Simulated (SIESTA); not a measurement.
SIESTA run on Ti (P-3m1, 2 atoms in the cell): relaxation of the atoms.

Method of the run: LDA PW92, numerical atomic orbitals DZP, PseudoDojo LDA standard norm-conserving potentials (rewritten from UPF to PSML) (SIESTA).

The change in words: one atom moved by 0.15 angstrom; MD.TypeOfRun: default → FIRE; MD.Steps: default → 40; MD.MaxForceTol: default → 0.001 eV/Ang. Reference geometry:
```xyz
2
Lattice="1.4676 -2.5420 0.0000 1.4676 2.5420 0.0000 0.0000 0.0000 4.6566" Properties=species:S:1:pos:R:3 pbc="T T T"
Ti     1.4676     0.8473     1.1642
Ti     1.4676    -0.8473     3.4924
```

Reference input (self-consistent single point, DFT, LDA PW92, numerical atomic orbitals DZP, PseudoDojo LDA standard norm-conserving potentials (rewritten from UPF to PSML)): XC.functional = LDA; XC.authors = PW92; potentials = PseudoDojo LDA standard; PAO.BasisSize = DZP; PAO.EnergyShift = 0.01 Ry; MeshCutoff = 300 Ry; kgrid.MonkhorstPack = 6 6 3; OccupationFunction = FD; ElectronicTemperature = 0.1 eV; MaxSCFIterations = 150; SCF.Mixer.Method = Broyden; SCF.Mixer.Weight = 0.2. This run's input differs from it in these lines:

```diff
@@ -17,4 +17,4 @@
 %block AtomicCoordinatesAndAtomicSpecies
-     1.467625000    0.847333684    1.164150000  1
-     1.467625000   -0.847333684    3.492450000  1
+     1.467625000    0.847335361    1.314148399  1
+     1.467625000   -0.847335361    3.492450000  1
 %endblock AtomicCoordinatesAndAtomicSpecies
@@ -40,2 +40,5 @@
 Diag.ParallelOverK           true
+MD.TypeOfRun                 FIRE
+MD.Steps                     40
+MD.MaxForceTol               0.001 eV/Ang
 WriteForces                  true
```

The program printed (abridged):

```
        iscf     Eharris(eV)        E_KS(eV)     FreeEng(eV)     dDmax    Ef(eV) dHmax(eV)
   scf:    1    -3209.675574    -3226.241063    -3226.311536  1.444520 -4.641961  5.909296
   scf:    2    -3228.686661    -3227.560407    -3227.637820  0.092010 -5.126036  3.390415
   scf:    3    -3228.462401    -3228.208220    -3228.299587  0.116364 -5.836828  0.112981
   scf:    4    -3228.211472    -3228.210211    -3228.300815  0.003694 -5.807041  0.033613
   scf:    5    -3228.210492    -3228.210396    -3228.300946  0.003898 -5.801613  0.065915
   [... 15 lines left out ...]
   scf:   21    -3228.210207    -3228.210208    -3228.301119  0.000053 -5.812970  0.001189
   scf:   22    -3228.210208    -3228.210208    -3228.301119  0.000032 -5.812977  0.000623
   scf:   23    -3228.210208    -3228.210208    -3228.301119  0.000016 -5.812983  0.000313
   scf:   24    -3228.210208    -3228.210208    -3228.301119  0.000007 -5.812987  0.000162
SCF Convergence by DM+H criterion
max |DM_out - DM_in|         :     0.0000074429
max |H_out - H_in|      (eV) :     0.0001617536
SCF cycle converged after 24 iterations

Using DM_out to compute the final energy and forces

siesta: E_KS(eV) =            -3228.2102

siesta: E_KS - E_eggbox =     -3228.2102

siesta: Atomic forces (eV/Ang):
     1   -0.000000   -0.000004   -0.440507
   [... lines left out ...]
outcell: Cell volume (Ang**3)        :     34.7448
        iscf     Eharris(eV)        E_KS(eV)     FreeEng(eV)     dDmax    Ef(eV) dHmax(eV)
siesta: FreeEng =     -3228.329701
siesta: Cell volume =         34.744795 Ang**3
   [... lines left out ...]
siesta:        -101.24069266       -101.22314474  kBar

mulliken: Atomic and Orbital Populations:

Species: Ti
Atom  Qatom  Qorb
               3s      4s      4s      3py     3pz     3px     4py     4pz
               4px     3dxy    3dyz    3dz2    3dxz    3dx2-y2 3dxy    3dyz
               3dz2    3dxz    3dx2-y2
   1 12.000   1.884   0.427   0.134   1.992   1.979   1.992   0.334   0.322
              0.334   0.617   0.530   0.661   0.530   0.617  -0.071  -0.065

             -0.080  -0.065  -0.071
   2 12.000   1.884   0.427   0.134   1.992   1.979   1.992   0.334   0.322
              0.334   0.617   0.530   0.661   0.530   0.617  -0.071  -0.065

             -0.080  -0.065  -0.071

mulliken: Qtot =       24.000

Mulliken Atomic Populations:
Atom #   charge [q] valence [e]  Species
     1     0.000004   11.999996  Ti
     2    -0.000004   12.000004  Ti
 Total     0.000000
```

The relaxation ended unconverged. 

The starting cell has typed, rounded lattice constants, without a prior relaxation at this level. Its lattice was rescaled by up to half a per cent. For this run, on top of that: one atom moved by 0.15 angstrom. Values carry the incompleteness of an atom-centred basis.

Cost on one core of a shared machine: roughly 3 min.
